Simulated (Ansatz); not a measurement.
free sheet of monolayer 1H MoS2: Mo20S40, 3 atomic planes, area 176 Å², cell height 16.1 Å with vacuum; both faces free, started from the relaxed sheet, in-plane cell fixed at 1.000 times the relaxed lattice. The numbers are results of PBE (plane waves, PAW; Ansatz, a quantum-chemistry and plane-wave program), not measurements. Mean temperature 931 K, 3.2 ps sampled after 1.5 ps of Langevin dynamics; k-points: Γ only; no spin polarisation or spin-orbit coupling.

```tsv
plane (from the bottom)	atoms	start height (Å)	mean height (Å)	spread of site heights (Å)	rms motion, normal (Å)	rms motion, in plane (Å)	in-plane shift from the start (Å)	coordination
1	S20	-1.56	-1.57	0.00	0.13	0.11	0.01	3.0
2	Mo20	0.00	0.00	0.01	0.13	0.08	0.00	6.0
3	S20	1.56	1.57	0.01	0.13	0.12	0.01	3.0
```

- outer plane spacing: 1.57 Å against 1.56 Å at the start (+1 %)
- normal motion of the outer planes over that of the middle: 1.0
- in-plane diffusion: none seen within 3.2 ps
- coordination in the top plane: 3-fold 100 %
- mean vibrational (phonon) frequency: 8.2 THz

A denser in-plane k-mesh moves the forces of one frame by 0.02 eV/Å rms. Bonds are counted up to Mo-S 2.77 Å; heights count from the centre of mass.
